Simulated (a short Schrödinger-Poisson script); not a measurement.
Structure: MOS inversion layer, SiO2 on p-type Si(100), at 300 K.

```csv
layer,material,thickness (nm),Na (cm⁻³)
1,SiO2,3.7,-
2,Si,1600,6.9e16
```

The device is made up for the run: typed textbook-type constants, with dimensions and the other settings drawn at random. SiO2: permittivity 3.9, conduction-band edge (eV) 3.15, gap (eV) 9, electron mass (mₑ) 0.5. Si: permittivity 11.7, conduction-band edge (eV) 0, gap (eV) 1.124, Nv at 300 K (cm⁻³) 3.1e19.

Channel valleys (confinement mass, in-plane density-of-states mass, number): Δ2 0.916, 0.19, 2; Δ4 0.19, 0.417, 4. At the gate the conduction-band edge of layer 1 lies 3.59 eV − eVg above the Fermi level of the channel; the field vanishes at the back. Gaps are held at their typed values at every temperature. Mesh 0.03 nm at interfaces.

Solved with a short Schrödinger-Poisson script written for these runs: 1D Poisson equation in equilibrium, electrons classical, Fermi-Dirac, parabolic valleys, classical holes, full ionisation, no traps, pinning or gate leakage.

The same stack at other levels of the model or other numerical settings:

```
run                                        sheet density of all electrons at Vg = 2.85 V (cm⁻²)  sheet density of all electrons at Vg = 1.05 V (cm⁻²)  capacitance at Vg = 2.85 V (μF/cm²)  centroid of the channel electrons at Vg = 2.85 V (nm)  rough cost against the base
-----------------------------------------  ----------------------------------------------------  ----------------------------------------------------  -----------------------------------  -----------------------------------------------------  ---------------------------
base                                                                                    1.24e13                                               2.59e12                                0.886                                                   0.79                      about 1
electrons treated as classical, Boltzmann                                               1.27e13                                               2.62e12                                    ?                                                      ?                          0.1
electrons treated as quantum, Hartree                                                         ?                                               2.28e12                                0.854                                                   1.57                            5
mesh six times as coarse                                                                1.23e13                                               2.57e12                                0.879                                                   0.87                          0.3
```

**Question.** What belongs in the gaps?

**Answer.** 
- electrons treated as classical, Boltzmann, capacitance at Vg = 2.85 V (μF/cm²): 0.912
- electrons treated as quantum, Hartree, sheet density of all electrons at Vg = 2.85 V (cm⁻²): 1.16e13
- electrons treated as classical, Boltzmann, centroid of the channel electrons at Vg = 2.85 V (nm): 0.57

The classical rows ignore confinement, and Boltzmann statistics overrate the density once the band edge passes the Fermi level.
